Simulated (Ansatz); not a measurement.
The starting structures come from a database of crystals and need not be the phases stable at ambient conditions.

By PBEsol, the system below comes out a metal.

Without scattering a metal conducts by its projected Fermi surface.

Here is the system:

```xyz
4
Lattice="2.7609 0.0000 0.0000 0.0000 4.4459 0.0000 0.0000 0.0000 4.8210" Properties=species:S:1:pos:R:3 pbc="T T T"
Mo     0.0000     1.1115     3.9971
Mo     0.0000     3.3344     0.8240
Ir     1.3805     1.1115     1.5627
Ir     1.3805     3.3344     3.2583
```

Space group of this cell: Pmma. The cell is taken as given; by PBEsol its mean pressure is -6.0 GPa.

The current flows along the normal of the first two printed cell vectors. No spin-orbit coupling; the value is a mean over 0.1 eV about the Fermi level.

**Question.** Compute, with PBEsol in Ansatz (a first-principles code), the ballistic conductance per area.

**Answer.** 0.90 × 10¹⁵ S/m² for both spins.
